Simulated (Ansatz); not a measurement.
## GaN, pressure series

Base system: GaN in the zinc blende structure (space group F-43m, No. 216; a = 4.4979 Å).

Cell and atoms are relaxed at each pressure.

Method: r2SCAN (Ansatz, a program for electronic structure), scalar-relativistic without spin-orbit coupling.

| P (GPa) | V (Å³/atom) |
|---|---|
| -1.99 | 11.493 |
| -0.99 | 11.433 |
| 0.29 | 11.358 |
| 0.70 | 11.335 |
| 1.50 | 11.290 |
| 3.00 | 11.208 |
| 5.01 | 11.103 |
| 7.51 | 10.979 |
| 10.01 | 10.862 |

Question: Fit a third-order Birch–Murnaghan equation of state.

Answer: Least squares on P(V) = (3B₀/2)[(V₀/V)^(7/3) − (V₀/V)^(5/3)]·[1 + (3/4)(B₀′ − 4)((V₀/V)^(2/3) − 1)] gives V₀ = 11.37 Å³/atom, B₀ = 197 GPa and B₀′ = 4.3.

Between the base and pressure 10 GPa the gap moves from 2.17 eV to 2.48 eV, a mean slope of 31 meV/GPa.

Load acts through the strain it causes; cell and atoms are relaxed under it. No phonon test of stability was made. Tetrahedral semiconductors of this kind turn to denser phases somewhere between about 1 and 50 GPa; those were not computed, so compressed cells here can lie past the real transition. This is not the structure that GaN has at room temperature and ambient pressure.
